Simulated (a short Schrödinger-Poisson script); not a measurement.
Stack: gated Al0.4Ga0.6As/GaAs δ-doped gas, at 300 K.

```
layer      material  thickness (nm)  Na (cm⁻³)
-----  ------------  --------------  ---------
1      Al0.4Ga0.6As              20          -
2      Al0.4Ga0.6As              20          -
3              GaAs            6000       4e14
```

The device is made up for the run: typed textbook-type constants, with dimensions and the other settings drawn at random. Al0.4Ga0.6As: permittivity 11.76, conduction-band edge (eV) 0.316, gap (eV) 1.923, electron mass (mₑ) 0.1002, Nv at 300 K (cm⁻³) 9e18. GaAs: permittivity 12.9, conduction-band edge (eV) 0, gap (eV) 1.424, Nv at 300 K (cm⁻³) 9e18.

Channel valleys (confinement mass, in-plane density-of-states mass, number): Γ 0.067, 0.067, 1. At the gate the conduction-band edge of layer 1 lies 1.07 eV − eVg above the Fermi level of the channel; the field vanishes at the back. Sheet of ionised δ-doping: +2.4e12 e/cm² at 20 nm from the gate. The barrier under the gate holds no holes. Gaps are held at their typed values at every temperature. Mesh 0.08 nm at interfaces.

Solved with a short Schrödinger-Poisson script written for these runs: 1D Poisson equation in equilibrium, electrons quantum, Hartree (BenDaniel-Duke, 40 states a valley, the channel's in-plane mass for all, wave functions free to enter the barrier), parabolic valleys, classical holes, full ionisation, no traps, pinning or gate leakage.

The same stack at other levels of the model or other numerical settings:

| run | sheet density of all electrons at Vg = 0.5 V (cm⁻²) | sheet density of all electrons at Vg = 0 V (cm⁻²) | capacitance at Vg = 0.5 V (μF/cm²) | centroid of the channel electrons at Vg = 0.5 V (nm) | rough cost against the base |
|---|---|---|---|---|---|
| base | 6.30e11 | 3.13e10 | 0.253 | 12.45 | about 1 |
| electrons treated as classical, Boltzmann | 6.70e11 | 3.37e10 | 0.270 | 9.45 | 0.03 |
| electrons treated as classical, Fermi-Dirac | 6.56e11 | 3.37e10 | 0.268 | 10.62 | 0.1 |
| electrons treated as quantum, Hartree plus LDA exchange-correlation | 6.42e11 | 3.29e10 | 0.255 | 11.89 | 2 |
| mesh six times as coarse | 6.31e11 | 3.17e10 | 0.253 | 12.57 | 0.3 |
| one subband a valley | 5.99e11 | 1.81e10 | 0.220 | 7.02 | 0.4 |

The classical rows ignore confinement, and Boltzmann statistics overrate the density once the band edge passes the Fermi level.
